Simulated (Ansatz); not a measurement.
Base system: La (space group P6_3/mmc, No. 194; a = 3.784 Å, c = 12.068 Å; relaxed with 0.1 eV smearing). Axes: x lies along a and z along c of the hexagonal cell.

Method: plane-wave PAW DFT at the r2SCAN level (Ansatz, a first-principles code, 500 eV), no SOC.

The change: uniaxial strain ε_yy = +0.95 %, all other strain components held at zero, atoms relaxed at fixed cell.

Q: Predict the new stress, energy relative to the base and largest internal atomic displacement.

A: The stress (xx, yy, zz, yz, xz, xy; compression positive) is (-0.2, -0.4, -0.1, 0.0, 0.0, 0.0) GPa; the energy rises by 0.4 meV/atom; the largest internal atomic displacement comes out as 0.017 Å.

Stability against distortions was not tested.
